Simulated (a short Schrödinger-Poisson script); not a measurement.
Stack: symmetric double-gate stack, SiO2 on p-type Si(100), at 77 K.

```
layer  material  thickness (nm)  Na (cm⁻³)
-----  --------  --------------  ---------
1          SiO2               2          -
2            Si               8       3e15
3          SiO2               2          -
```

The device is made up for the run: typed textbook-type constants, with dimensions and the other settings drawn at random. SiO2: permittivity 3.9, conduction-band edge (eV) 3.15, gap (eV) 9, electron mass (mₑ) 0.5. Si: permittivity 11.7, conduction-band edge (eV) 0, gap (eV) 1.124, Nv at 300 K (cm⁻³) 3.1e19.

Channel valleys (confinement mass, in-plane density-of-states mass, number): Δ2 0.916, 0.19, 2; Δ4 0.19, 0.417, 4. At the gates, both at one voltage, the conduction-band edge of layer 1 lies 3.2 eV − eVg above the Fermi level of the channel. Gaps are held at their typed values at every temperature. Mesh 0.03 nm at interfaces.

Solved with a short Schrödinger-Poisson script written for these runs: 1D Poisson equation in equilibrium, electrons quantum, Hartree (BenDaniel-Duke, 12 states a valley, the channel's in-plane mass for all, wave functions ending at the dielectric), parabolic valleys, classical holes, full ionisation, no traps, pinning or gate leakage.

The same stack at other levels of the model or other numerical settings:

```tsv
run	sheet density of all electrons at Vg = 1.5 V (cm⁻²)	sheet density of all electrons at Vg = 0.3 V (cm⁻²)	capacitance of both gates at Vg = 1.5 V (μF/cm²)	rough cost against the base
base	2.48e13	3.78e12	2.90	about 1
electrons treated as classical, Boltzmann	3.02e13	4.94e12	3.41	0.04
electrons treated as classical, Fermi-Dirac	2.81e13	4.70e12	3.17	0.1
mesh six times as coarse	2.48e13	3.78e12	2.91	0.3
```

The classical rows ignore confinement, and Boltzmann statistics overrate the density once the band edge passes the Fermi level.
